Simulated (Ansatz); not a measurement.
Structures of equal composition on the (0001) surface of hcp Ti: a layer of Zr in place of the second plane; a layer of Zr in place of the third plane. The slabs share one bottom face, and each structure is named by its start. These are constructed structures in small cells; real faces may alloy, dewet or reconstruct in larger ones, and not all known structures of the face are among them. Slabs of about 12 Å with all that they carry, Fermi-Dirac smearing of 0.1 eV. Bottom of the slabs: a bare face, its two planes held. Relaxed from the named starts with such symmetry as they have, on meshes of like density; energies extrapolated to zero smearing; no spin-orbit coupling, no U. Spin-polarised runs, if any, are marked in brackets, and their order is one that fits the cell; the others ran without spin.

The numbers are results of PBE (plane waves to 420 eV, PAW; Ansatz, a program for electronic structure), not measurements.

### Question
Put the candidates in order of energy per 1x1 cell, lowest first, for PBE.

### Answer
a layer of Zr in place of the third plane (0.000 eV), a layer of Zr in place of the second plane (0.154 eV)
